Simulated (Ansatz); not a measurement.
Pressure series in SiS2

Base system: SiS2 (space group Ibam, No. 72; a = 5.8031 Å, b = 9.8918 Å, c = 5.5455 Å; made of chains).

Cell and atoms are relaxed at each pressure.

Computed with Kohn–Sham DFT with the r2SCAN functional, run in Ansatz (an electronic-structure program) with PAW and 500 eV plane waves, no spin-orbit coupling.

Candidates:
(a) pressure 30 GPa
(b) pressure 4.2 GPa
(c) pressure 1.8 GPa
(d) pressure 18 GPa

Before the change:

The band gap is 3.31 eV.

Q: Order them by band gap, highest first.

A: (c) pressure 1.8 GPa (3.01 eV), (b) pressure 4.2 GPa (2.78 eV), (d) pressure 18 GPa (2.02 eV), (a) pressure 30 GPa (1.26 eV)

Load acts through the strain it causes; cell and atoms are relaxed under it. Stability against distortions was not tested. No other phases were tried under pressure. No dispersion term is included, though the crystal is made of layers, chains or molecules, so its spacings can come out too wide.
